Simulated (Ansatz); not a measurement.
Electronic density of states of amorphous Hf₁₈O₃₈Ge, density 8.34 g/cm³, on a 2×2×2 Γ-centred mesh with a Gaussian width of 0.1 eV; energies count from the Fermi level, whose place inside the gap is arbitrary. Cell and mesh are small, so fine structure isn't converged. Level of theory: PBE, scalar-relativistic without spin-orbit coupling (plane waves to 420 eV, PAW; Ansatz, a quantum-chemistry and plane-wave program). Sampling: a 2×2×2 Γ-centred mesh; Fermi-Dirac width 0.02 eV; no spin polarisation. At PBE the levels at the filled edge of the gap are localised (band-tail or defect states), and the nearest spread-out levels lie 3.8 eV apart at the zone centre.

A CHGNet melt-quench gave the starting glass, which DFT then relaxed. O atoms were pushed apart under 1.9 Å during the dynamics, to hinder bonds among them. The hot cell started wider than the set density and was brought back towards it in steps. It is the lowest in DFT energy of 2 quenches. It is a model cell: composition and starting density were chosen by hand, and all elements were melted together. No dispersion term was used. Its density started from a set value of 8.72 and ended at 8.34 g/cm³. The quench (nominally 300 K/ps over its main leg) was far faster than any real one, so the model tends to hold more defects than a real film. One small periodic cell is one sample of the glass; other quenches scatter about these values. The volume was free in the relaxation, at fixed shape. Stress components on the final sampling reach 2.1 GPa. On a 2×2×2 Γ-centred mesh force components of up to 0.13 eV/Å stay, since the relaxation ran on the zone centre alone.

```json
[
 {"E - EF (eV)": "-12.00", "states/(eV atom)": "1.19"},
 {"E - EF (eV)": "-11.90", "states/(eV atom)": "0.12"},
 {"E - EF (eV)": "-11.80", "states/(eV atom)": "0.00"},
 {"E - EF (eV)": "-11.70", "states/(eV atom)": "0.00"},
 {"E - EF (eV)": "-11.60", "states/(eV atom)": "0.00"},
 {"E - EF (eV)": "-11.50", "states/(eV atom)": "0.00"},
 {"E - EF (eV)": "-11.40", "states/(eV atom)": "0.00"},
 {"E - EF (eV)": "-11.30", "states/(eV atom)": "0.00"},
 {"E - EF (eV)": "-11.20", "states/(eV atom)": "0.00"},
 {"E - EF (eV)": "-11.10", "states/(eV atom)": "0.00"},
 {"E - EF (eV)": "-11.00", "states/(eV atom)": "0.00"},
 {"E - EF (eV)": "-10.90", "states/(eV atom)": "0.00"},
 {"E - EF (eV)": "-10.80", "states/(eV atom)": "0.00"},
 {"E - EF (eV)": "-10.70", "states/(eV atom)": "0.00"},
 {"E - EF (eV)": "-10.60", "states/(eV atom)": "0.00"},
 {"E - EF (eV)": "-10.50", "states/(eV atom)": "0.00"},
 {"E - EF (eV)": "-10.40", "states/(eV atom)": "0.00"},
 {"E - EF (eV)": "-10.30", "states/(eV atom)": "0.00"},
 {"E - EF (eV)": "-10.20", "states/(eV atom)": "0.00"},
 {"E - EF (eV)": "-10.10", "states/(eV atom)": "0.00"},
 {"E - EF (eV)": "-10.00", "states/(eV atom)": "0.00"},
 {"E - EF (eV)": "-9.90", "states/(eV atom)": "0.00"},
 {"E - EF (eV)": "-9.80", "states/(eV atom)": "0.00"},
 {"E - EF (eV)": "-9.70", "states/(eV atom)": "0.00"},
 {"E - EF (eV)": "-9.60", "states/(eV atom)": "0.00"},
 {"E - EF (eV)": "-9.50", "states/(eV atom)": "0.00"},
 {"E - EF (eV)": "-9.40", "states/(eV atom)": "0.00"},
 {"E - EF (eV)": "-9.30", "states/(eV atom)": "0.00"},
 {"E - EF (eV)": "-9.20", "states/(eV atom)": "0.00"},
 {"E - EF (eV)": "-9.10", "states/(eV atom)": "0.02"},
 {"E - EF (eV)": "-9.00", "states/(eV atom)": "0.12"},
 {"E - EF (eV)": "-8.90", "states/(eV atom)": "0.17"},
 {"E - EF (eV)": "-8.80", "states/(eV atom)": "0.04"},
 {"E - EF (eV)": "-8.70", "states/(eV atom)": "0.00"},
 {"E - EF (eV)": "-8.60", "states/(eV atom)": "0.00"},
 {"E - EF (eV)": "-8.50", "states/(eV atom)": "0.00"},
 {"E - EF (eV)": "-8.40", "states/(eV atom)": "0.00"},
 {"E - EF (eV)": "-8.30", "states/(eV atom)": "0.00"},
 {"E - EF (eV)": "-8.20", "states/(eV atom)": "0.00"},
 {"E - EF (eV)": "-8.10", "states/(eV atom)": "0.00"},
 {"E - EF (eV)": "-8.00", "states/(eV atom)": "0.00"},
 {"E - EF (eV)": "-7.90", "states/(eV atom)": "0.00"},
 {"E - EF (eV)": "-7.80", "states/(eV atom)": "0.00"},
 {"E - EF (eV)": "-7.70", "states/(eV atom)": "0.00"},
 {"E - EF (eV)": "-7.60", "states/(eV atom)": "0.00"},
 {"E - EF (eV)": "-7.50", "states/(eV atom)": "0.00"},
 {"E - EF (eV)": "-7.40", "states/(eV atom)": "0.00"},
 {"E - EF (eV)": "-7.30", "states/(eV atom)": "0.02"},
 {"E - EF (eV)": "-7.20", "states/(eV atom)": "0.14"},
 {"E - EF (eV)": "-7.10", "states/(eV atom)": "0.31"},
 {"E - EF (eV)": "-7.00", "states/(eV atom)": "0.41"},
 {"E - EF (eV)": "-6.90", "states/(eV atom)": "0.39"},
 {"E - EF (eV)": "-6.80", "states/(eV atom)": "0.41"},
 {"E - EF (eV)": "-6.70", "states/(eV atom)": "0.46"},
 {"E - EF (eV)": "-6.60", "states/(eV atom)": "0.43"},
 {"E - EF (eV)": "-6.50", "states/(eV atom)": "0.50"},
 {"E - EF (eV)": "-6.40", "states/(eV atom)": "0.61"},
 {"E - EF (eV)": "-6.30", "states/(eV atom)": "0.69"},
 {"E - EF (eV)": "-6.20", "states/(eV atom)": "0.81"},
 {"E - EF (eV)": "-6.10", "states/(eV atom)": "0.74"},
 {"E - EF (eV)": "-6.00", "states/(eV atom)": "0.77"},
 {"E - EF (eV)": "-5.90", "states/(eV atom)": "0.80"},
 {"E - EF (eV)": "-5.80", "states/(eV atom)": "0.88"},
 {"E - EF (eV)": "-5.70", "states/(eV atom)": "0.87"},
 {"E - EF (eV)": "-5.60", "states/(eV atom)": "0.85"},
 {"E - EF (eV)": "-5.50", "states/(eV atom)": "0.81"},
 {"E - EF (eV)": "-5.40", "states/(eV atom)": "0.85"},
 {"E - EF (eV)": "-5.30", "states/(eV atom)": "0.90"},
 {"E - EF (eV)": "-5.20", "states/(eV atom)": "0.87"},
 {"E - EF (eV)": "-5.10", "states/(eV atom)": "0.80"},
 {"E - EF (eV)": "-5.00", "states/(eV atom)": "0.78"},
 {"E - EF (eV)": "-4.90", "states/(eV atom)": "0.87"},
 {"E - EF (eV)": "-4.80", "states/(eV atom)": "0.87"},
 {"E - EF (eV)": "-4.70", "states/(eV atom)": "0.84"},
 {"E - EF (eV)": "-4.60", "states/(eV atom)": "0.85"},
 {"E - EF (eV)": "-4.50", "states/(eV atom)": "0.80"},
 {"E - EF (eV)": "-4.40", "states/(eV atom)": "0.81"},
 {"E - EF (eV)": "-4.30", "states/(eV atom)": "0.88"},
 {"E - EF (eV)": "-4.20", "states/(eV atom)": "0.88"},
 {"E - EF (eV)": "-4.10", "states/(eV atom)": "0.85"},
 {"E - EF (eV)": "-4.00", "states/(eV atom)": "0.88"},
 {"E - EF (eV)": "-3.90", "states/(eV atom)": "0.91"},
 {"E - EF (eV)": "-3.80", "states/(eV atom)": "0.88"},
 {"E - EF (eV)": "-3.70", "states/(eV atom)": "0.89"},
 {"E - EF (eV)": "-3.60", "states/(eV atom)": "0.91"},
 {"E - EF (eV)": "-3.50", "states/(eV atom)": "0.95"},
 {"E - EF (eV)": "-3.40", "states/(eV atom)": "1.00"},
 {"E - EF (eV)": "-3.30", "states/(eV atom)": "1.00"},
 {"E - EF (eV)": "-3.20", "states/(eV atom)": "0.98"},
 {"E - EF (eV)": "-3.10", "states/(eV atom)": "0.96"},
 {"E - EF (eV)": "-3.00", "states/(eV atom)": "0.97"},
 {"E - EF (eV)": "-2.90", "states/(eV atom)": "0.97"},
 {"E - EF (eV)": "-2.80", "states/(eV atom)": "0.96"},
 {"E - EF (eV)": "-2.70", "states/(eV atom)": "0.94"},
 {"E - EF (eV)": "-2.60", "states/(eV atom)": "0.83"},
 {"E - EF (eV)": "-2.50", "states/(eV atom)": "0.70"},
 {"E - EF (eV)": "-2.40", "states/(eV atom)": "0.56"},
 {"E - EF (eV)": "-2.30", "states/(eV atom)": "0.41"},
 {"E - EF (eV)": "-2.20", "states/(eV atom)": "0.31"},
 {"E - EF (eV)": "-2.10", "states/(eV atom)": "0.17"},
 {"E - EF (eV)": "-2.00", "states/(eV atom)": "0.16"},
 {"E - EF (eV)": "-1.90", "states/(eV atom)": "0.15"},
 {"E - EF (eV)": "-1.80", "states/(eV atom)": "0.08"},
 {"E - EF (eV)": "-1.70", "states/(eV atom)": "0.17"},
 {"E - EF (eV)": "-1.60", "states/(eV atom)": "0.12"},
 {"E - EF (eV)": "-1.50", "states/(eV atom)": "0.02"},
 {"E - EF (eV)": "-1.40", "states/(eV atom)": "0.00"},
 {"E - EF (eV)": "-1.30", "states/(eV atom)": "0.00"},
 {"E - EF (eV)": "-1.20", "states/(eV atom)": "0.00"},
 {"E - EF (eV)": "-1.10", "states/(eV atom)": "0.00"},
 {"E - EF (eV)": "-1.00", "states/(eV atom)": "0.00"},
 {"E - EF (eV)": "-0.90", "states/(eV atom)": "0.00"},
 {"E - EF (eV)": "-0.80", "states/(eV atom)": "0.00"},
 {"E - EF (eV)": "-0.70", "states/(eV atom)": "0.00"},
 {"E - EF (eV)": "-0.60", "states/(eV atom)": "0.00"},
 {"E - EF (eV)": "-0.50", "states/(eV atom)": "0.00"},
 {"E - EF (eV)": "-0.40", "states/(eV atom)": "0.00"},
 {"E - EF (eV)": "-0.30", "states/(eV atom)": "0.00"},
 {"E - EF (eV)": "-0.20", "states/(eV atom)": "0.00"},
 {"E - EF (eV)": "-0.10", "states/(eV atom)": "0.00"},
 {"E - EF (eV)": "0.00", "states/(eV atom)": "0.00"},
 {"E - EF (eV)": "0.10", "states/(eV atom)": "0.00"},
 {"E - EF (eV)": "0.20", "states/(eV atom)": "0.00"},
 {"E - EF (eV)": "0.30", "states/(eV atom)": "0.00"},
 {"E - EF (eV)": "0.40", "states/(eV atom)": "0.00"},
 {"E - EF (eV)": "0.50", "states/(eV atom)": "0.00"},
 {"E - EF (eV)": "0.60", "states/(eV atom)": "0.00"},
 {"E - EF (eV)": "0.70", "states/(eV atom)": "0.00"},
 {"E - EF (eV)": "0.80", "states/(eV atom)": "0.00"},
 {"E - EF (eV)": "0.90", "states/(eV atom)": "0.00"},
 {"E - EF (eV)": "1.00", "states/(eV atom)": "0.00"},
 {"E - EF (eV)": "1.10", "states/(eV atom)": "0.00"},
 {"E - EF (eV)": "1.20", "states/(eV atom)": "0.00"},
 {"E - EF (eV)": "1.30", "states/(eV atom)": "0.00"},
 {"E - EF (eV)": "1.40", "states/(eV atom)": "0.00"},
 {"E - EF (eV)": "1.50", "states/(eV atom)": "0.01"},
 {"E - EF (eV)": "1.60", "states/(eV atom)": "0.03"},
 {"E - EF (eV)": "1.70", "states/(eV atom)": "0.08"},
 {"E - EF (eV)": "1.80", "states/(eV atom)": "0.11"},
 {"E - EF (eV)": "1.90", "states/(eV atom)": "0.11"},
 {"E - EF (eV)": "2.00", "states/(eV atom)": "0.11"},
 {"E - EF (eV)": "2.10", "states/(eV atom)": "0.22"},
 {"E - EF (eV)": "2.20", "states/(eV atom)": "0.36"},
 {"E - EF (eV)": "2.30", "states/(eV atom)": "0.44"},
 {"E - EF (eV)": "2.40", "states/(eV atom)": "0.47"},
 {"E - EF (eV)": "2.50", "states/(eV atom)": "0.48"},
 {"E - EF (eV)": "2.60", "states/(eV atom)": "0.55"},
 {"E - EF (eV)": "2.70", "states/(eV atom)": "0.59"},
 {"E - EF (eV)": "2.80", "states/(eV atom)": "0.71"},
 {"E - EF (eV)": "2.90", "states/(eV atom)": "0.79"},
 {"E - EF (eV)": "3.00", "states/(eV atom)": "0.76"},
 {"E - EF (eV)": "3.10", "states/(eV atom)": "0.70"},
 {"E - EF (eV)": "3.20", "states/(eV atom)": "0.68"},
 {"E - EF (eV)": "3.30", "states/(eV atom)": "0.71"},
 {"E - EF (eV)": "3.40", "states/(eV atom)": "0.72"},
 {"E - EF (eV)": "3.50", "states/(eV atom)": "0.71"},
 {"E - EF (eV)": "3.60", "states/(eV atom)": "0.72"},
 {"E - EF (eV)": "3.70", "states/(eV atom)": "0.77"},
 {"E - EF (eV)": "3.80", "states/(eV atom)": "0.80"},
 {"E - EF (eV)": "3.90", "states/(eV atom)": "0.77"},
 {"E - EF (eV)": "4.00", "states/(eV atom)": "0.72"},
 {"E - EF (eV)": "4.10", "states/(eV atom)": "0.72"},
 {"E - EF (eV)": "4.20", "states/(eV atom)": "0.75"},
 {"E - EF (eV)": "4.30", "states/(eV atom)": "0.74"},
 {"E - EF (eV)": "4.40", "states/(eV atom)": "0.71"},
 {"E - EF (eV)": "4.50", "states/(eV atom)": "0.68"},
 {"E - EF (eV)": "4.60", "states/(eV atom)": "0.63"},
 {"E - EF (eV)": "4.70", "states/(eV atom)": "0.65"}
]
```

The level gap on this mesh is 3.27 eV; the broadening fills part of it in the curve.
